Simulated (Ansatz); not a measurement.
# A computed series for PtSe2: thickness series

Base system: PtSe2 in the CdI2 type structure (space group P-3m1, No. 164; a = 3.7724 Å, c = 4.8183 Å; layered).

Free-standing slabs (3 atom(s) a layer) normal to the stacking axis with 15 Å of vacuum; in-plane cell relaxed.

Computed with PBE-D3(BJ) (Ansatz, a program for electronic structure; PAW; 420 eV plane waves; spin-orbit coupling left out).

Notes on the quantities. excess energy per area of both faces: slab less bulk energy over the cell's area: twice a surface energy; uncertain by up to 0.1 J/m².

| change | band gap | in-plane lattice parameter a | excess energy per area of both faces | shortest interatomic distance |
|---|---|---|---|---|
| base | zero | 3.772 Å | – | 2.526 Å |
| 1 layer | … | 3.707 Å | 0.65 J/m² | 2.517 Å |
| 2 layers | 0.23 eV | … | 0.7 J/m² | 2.512 Å |
| 3 layers | zero | 3.748 Å | 0.7 J/m² | … |

Problem. Some entries are withheld; estimate them.

Solution. 
- 1 layer, band gap: 1.37 eV
- 2 layers, in-plane lattice parameter a: 3.735 Å
- 3 layers, shortest interatomic distance: 2.515 Å

Slab and bulk use different k-meshes, which limits the precision of the excess energy. Spin-orbit coupling, missing from the scalar runs, can matter with Pt. Stability against distortions was not tested. The final runs are not spin-polarised. The zero or small gap of PtSe2 can change with the level of theory.
